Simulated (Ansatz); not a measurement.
By PBEsol, the system below comes out a metal.

Without scattering a metal conducts by its projected Fermi surface.

Consider the following.

```
CELL_PARAMETERS angstrom
      2.76534     0.00000     0.00000
     -1.38267     2.39485     0.00000
      0.00000     0.00000     4.47358
ATOMIC_POSITIONS crystal
  Re 0.33333 0.66667 0.25000
  Re 0.66667 0.33333 0.75000
```

Space group of this cell: P6_3/mmc, hcp (Mg type). The cell is taken as given; by PBEsol its mean pressure is -6.6 GPa.

The current flows along the normal of the first two printed cell vectors, the (001) plane of the conventional cell. No spin-orbit coupling; the value is a mean over 0.1 eV about the Fermi level.

**Question.** Predict the ballistic conductance per area from Ansatz (a program for electronic structure) with PBEsol.

**Answer.** 1.5 × 10¹⁵ S/m² for both spins.
